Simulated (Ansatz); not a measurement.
Candidates (primitive cells; geometry: cell and atoms relaxed with PBEsol):
A. MgO (Fm-3m), a = b = c = 2.9798 Å, α = β = γ = 60.00°
B. KCl (Fm-3m), a = b = c = 4.4144 Å, α = β = γ = 60.00°
C. LiH (Fm-3m), a = b = c = 2.814 Å, α = β = γ = 60.00°
D. KF (Fm-3m), a = b = c = 3.7523 Å, α = β = γ = 60.00°
E. MgS (Fm-3m), a = b = c = 3.664 Å, α = β = γ = 60.00°

**Question.** Order them by hole conductivity mass (highest first) at the level PBEsol, rigid bands (Ansatz, a first-principles code).

**Answer.** D (5.0 mₑ), B (3.5 mₑ), A (2.3 mₑ), E (1.00 mₑ), C (0.40 mₑ)

Masses are for dilute carriers at 300 K, harmonic means over directions unless an axis is named. Spin-orbit coupling is left out.
